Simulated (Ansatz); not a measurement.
Start from LaP in the CsCl type structure (space group Pm-3m, No. 221; a = 3.641 Å; a hypothetical phase, not in the database extracts checked; relaxed with 0.1 eV smearing). Axes: x, y, z lie along the cube axes.

The values are results of plane-wave PAW DFT at the PBE level (Ansatz, a program for electronic structure, 420 eV), spin-orbit coupling left out, not measurements.

A first run, uniaxial strain ε_zz = +1.02 %, gives secant values C11 ≈ 140 GPa and C12 ≈ 42 GPa from its stress. A second run applies isotropic strain +2.92 %.

Problem. What does linear elasticity predict for the bulk modulus −ΔP/(ΔV/V₀) in the second run, and what does the run give?

Solution. Linear elasticity: (C11 + 2 C12)/3 = 75 GPa. The run gives 60 GPa; any difference comes from nonlinear terms at these strains and numerical noise.

Whether these cells are dynamically stable was not tested. All final runs are without spin polarisation.
